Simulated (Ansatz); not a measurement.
# TiO2: axis ratio against pressure

TiO2 (anatase, I4_1/amd, 11.312 Å³/atom at rest, c along z) under hydrostatic pressure, with the cell free. PBEsol in Ansatz, a plane-wave DFT program (PAW, default set), 420 eV, 12×12×12 Γ-centred mesh, Fermi-Dirac smearing 0.05 eV; ions are relaxed within the symmetry of each cell.

Here P stands for pressure and y for c/a.

| pressure (GPa) | c/a |
|---|---|
| -2.0 | 2.549 |
| -1.0 | 2.542 |
| 0.0 | 2.534 |
| 0.9 | 2.527 |
| 2.1 | 2.518 |
| 4.5 | 2.497 |
| 15.0 | ? |

Fit y of the 6 rows that show it with a straight line. Means: P 0.75000, y 2.5278. About the means, the sum of products is -0.21665 and the sum of squares of P is 27.095; the slope is their ratio. Least squares gives y = 2.5338 - 0.00800·P. Residuals (row less fit): -0.0008, 0.0002, 0.0002, 0.0004, 0.0010, -0.0008; standard error 0.0008 (degrees of freedom: 4).

Q: Estimate the missing y (P = 15.0); what did the run itself give?

A: y = 2.5338 - 0.00800 × 15.0 = 2.4138. The calculation gives 2.405, 0.0088 below the prediction (6.1 % of the range of y in the table). The row lies outside the fitted rows, so this is an extrapolation. From the scatter of the fitted rows alone, a prediction at this place has a standard error of 0.0023, so the miss is 3.8 times that.

One order more, fitted to all 8 runs of the series, follows each within 0.001, so the miss is the next term of a smooth law. The primitive cell can neither tilt nor turn polar against its symmetry, as such crystals can under strain. Other structures, which can take over under pressure, weren't tried. TiO2 is here one of several forms; rutile is the usual stable one. Rows are the converged runs of the series near zero and its far end; series whose fitted rows scatter by over a few per cent of the range, as at a crossing or softening among them, aren't shown in this form. Most that stay on the fit to the last digits aren't either.
